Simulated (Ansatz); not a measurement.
N_C in diamond (start: the C site; 64-site cell, 2×2×2 shifted sampling). All values below come from PBE, PAW (plane waves to 420 eV; Ansatz, a quantum-chemistry and plane-wave program). Total energies of the localised charge states, counted from that of charge +1, and their image corrections (point charge with alignment); the host's valence-band maximum lies at 13.244 eV on the cells' energy zero and its gap is 4.13 eV.

| charge | moment (μB) | E − E(first) (eV) | correction (eV) |
|---|---|---|---|
| +1 | not spin-polarised | 0.000 | 0.430 |
| 0 | 1.0 | 16.520 | 0.000 |
| −1 | not spin-polarised | 33.173 | 0.389 |

Question: Derive the transition levels above the valence-band maximum and say which of them are thermodynamic.

Answer: A level is the Fermi energy at which two charges have equal formation energy: ε(q/q′) = [E(q′) + corr(q′) − E(q) − corr(q)] / (q − q′) − E_VBM.
ε(+1/0) = [(16.520 + 0.000) − (0.000 + 0.430)] / 1 − 13.244 = 2.85 eV
ε(0/−1) = [(33.173 + 0.389) − (16.520 + 0.000)] / 1 − 13.244 = 3.80 eV
Thermodynamic levels at least 0.1 eV inside the gap: (+1/0) at 2.85 eV; (0/−1) at 3.80 eV. They hold to tenths of an eV in this cell. Only the charges listed were compared.
